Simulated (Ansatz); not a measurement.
The reference is RbGeF3 in the cubic perovskite structure (space group Pm-3m, No. 221; a = 4.4240 Å; a hypothetical phase, not in the database extracts checked). Axes: x, y, z lie along the cube axes.

Structures relaxed with r2SCAN/PAW in Ansatz (a program for electronic structure), no spin-orbit coupling.

Base:

Simulated powder pattern, Cu Kα1, λ = 1.54056 Å (kinematic, ideal powder, no thermal factors, no anomalous dispersion; the 8 strongest lines at most, above 2 %, up to 2θ = 90°):

```json
[
 {"2θ (°)": "28.51", "I/Imax (%)": "100", "hkl": "(110)"},
 {"2θ (°)": "35.10", "I/Imax (%)": "9.6", "hkl": "(111)"},
 {"2θ (°)": "40.76", "I/Imax (%)": "45", "hkl": "(200)"},
 {"2θ (°)": "50.49", "I/Imax (%)": "41", "hkl": "(211)"},
 {"2θ (°)": "59.01", "I/Imax (%)": "28", "hkl": "(220)"},
 {"2θ (°)": "66.82", "I/Imax (%)": "18", "hkl": "(310)"},
 {"2θ (°)": "74.19", "I/Imax (%)": "8.9", "hkl": "(222)"},
 {"2θ (°)": "81.31", "I/Imax (%)": "21", "hkl": "(321)"}
]
```

After one change:

Simulated powder pattern, Cu Kα1, λ = 1.54056 Å (kinematic, ideal powder, no thermal factors, no anomalous dispersion; the 8 strongest lines at most, above 2 %, up to 2θ = 90°):

| 2θ (°) | I/Imax (%) |
|---|---|
| 28.51 | 50 |
| 28.59 | 100 |
| 35.17 | 14 |
| 40.76 | 46 |
| 40.98 | 22 |
| 50.54 | 42 |
| 50.68 | 21 |
| 59.18 | 28 |

Q: Name the change that was made.
A) uniaxial strain ε_zz = +3.58 %
B) tensor shear ε_xy = +0.81 %
C) biaxial strain −2.24 %, plane normal [111], relaxed out of plane
D) uniaxial strain ε_xx = −0.53 %

A: D, uniaxial strain ε_xx = −0.53 %. Its volume per atom is 17.23 Å³ against 17.32 Å³, and its space group is P4/mmm (No. 123).

Whether these cells are dynamically stable was not tested. Many cubic perovskites are stable only at high temperature; tilts and polar distortions were not tested.
